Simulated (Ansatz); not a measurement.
We consider CsCl-type CaO (model structure) (like a known high-pressure phase), described by r²SCAN (Ansatz, a first-principles code, plane waves, PAW).

Run with plane-wave cutoff 500 eV, 14×14×14 k mesh, Fermi–Dirac smearing 0.05 eV, scalar-relativistic PAW data made under PBE.

Cell (relaxed at this level):

```cif
data_CaO
_chemical_formula_sum 'Ca1 O1'
_space_group_name_H-M_alt 'P 1'
_space_group_IT_number 1
_cell_length_a 2.90305
_cell_length_b 2.90305
_cell_length_c 2.90305
_cell_angle_alpha 90.000
_cell_angle_beta 90.000
_cell_angle_gamma 90.000
loop_
_space_group_symop_operation_xyz
  'x, y, z'
loop_
_atom_site_label
_atom_site_type_symbol
_atom_site_fract_x
_atom_site_fract_y
_atom_site_fract_z
_atom_site_occupancy
Ca1 Ca 0.00000 0.00000 0.00000 1
O1 O 0.50000 0.50000 0.50000 1
```

Q: What does this level give for the band gap?

A: 
* **band gap**: 3.28 eV (on the SCF k mesh)

Computed values are for the static lattice.

Computing time: around 17 core-seconds (rough).

A model structure was made by putting elements into a prototype or built by hand; it is no filed structure, need not be a known phase, and can be a saddle point held by its symmetry.
